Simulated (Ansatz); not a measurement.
The parent structure is HgTe in the zinc blende structure (space group F-43m, No. 216; a = 6.5098 Å). Axes: x, y, z lie along the cube axes.

All numbers come from PBEsol (Ansatz, a program for electronic structure; PAW; 420 eV plane waves; no spin-orbit coupling).

Strains are applied to the cell and any free atomic positions relax.

One change was made to it. Results:

The pressure (mean of the normal stresses, compression positive) goes from zero to -0.5 GPa; the energy rises by 0.8 meV/atom; the shortest interatomic distance increases by 0.0116 Å, from 2.819 Å to 2.830 Å.

Q: What was done to the base?
A. uniaxial strain ε_yy = +1.23 %
B. uniaxial strain ε_xx = −0.97 %
C. isotropic strain −5.31 %
D. tensor shear ε_xz = +0.76 %
E. uniaxial strain ε_xx = +5.66 %

A: A, uniaxial strain ε_yy = +1.23 %. For comparison, the shortest interatomic distance in the other runs: uniaxial strain ε_xx = +5.66 % gives 2.873 Å; tensor shear ε_xz = +0.76 % gives 2.817 Å; isotropic strain −5.31 % gives 2.669 Å; uniaxial strain ε_xx = −0.97 % gives 2.810 Å.

A case with no gap was solved on a k-mesh chosen for an insulator, which is coarse for it. Whether these cells are dynamically stable was not tested. The final runs are not spin-polarised. Gaps under 0.05 eV, about the width of the smearing, are given as zero.
